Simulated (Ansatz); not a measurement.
System: CuO (within 0.1 Å of P4₂/mmc, No. 131, 4 atoms in the cell; start mp-1692). Method: PBE0 (plane waves, PAW; Ansatz, a first-principles code).

Numerical settings: plane-wave cutoff 500 eV, 10×10×6 k mesh (along the axes of the cell as run), Fermi–Dirac smearing 0.05 eV, spin-polarised start, scalar-relativistic PAW data made under PBE.

Cell (relaxed with r²SCAN):

Space group P4₂/mmc (No. 131); a = 2.8797 Å, b = 2.8797 Å, c = 5.1717 Å, α = 90.00°, β = 90.00°, γ = 90.00°

| atom | site | symmetry | x | y | z |
|---|---|---|---|---|---|
| Cu | 2c | mmm. | 0.0000 | 0.5000 | 0.0000 |
| O | 2e | -4m2 | 0.0000 | 0.0000 | 0.2500 |

**Question.** Estimate the band gap that the calculation returns.

**Answer.** 
band gap: 2.89 eV (on the SCF k mesh)

Note: the magnetic order was assumed, not searched for or taken from measurement; exact exchange on metals is sensitive to the k mesh and can open a false gap; cell and atoms aren't relaxed at this level (pressure 1.7 GPa).

The computed numbers hold no vibrational or temperature effects.

The result took around 100 core-minutes (rough).

A start named mp-… is a Materials Project structure, which need not be a measured phase.
